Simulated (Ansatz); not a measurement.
Results of PBE-D3(BJ) in Ansatz (plane waves, PAW) for hexagonal WC.

Numerical settings: plane-wave cutoff 500 eV, 18×18×14 k mesh (along the axes of the cell as run), Fermi–Dirac smearing 0.05 eV, no spin polarisation, scalar-relativistic PAW data made under PBE.

Computed at the level's own relaxed cell.

**Question.** Estimate the volume per atom, equilibrium lattice constant a and lattice parameter c that the calculation returns.

**Answer.** 
- volume per atom = 10.33 Å³/atom
- equilibrium lattice constant a = 2.902 Å
- lattice parameter c = 2.833 Å

Measured, for comparison: lattice constant a 2.906 Å, lattice parameter c 2.837 Å (300 K, no zero-point or thermal correction; as tabulated in Wikipedia's data pages). Computed (rounded) less measured: lattice constant a -0.1 %, lattice parameter c -0.1 %.

Spin–orbit coupling is not included.

The computed numbers hold no vibrational or temperature effects.

The result took about 70 core-seconds (a rough figure).

Ansatz is a program for electronic structure.
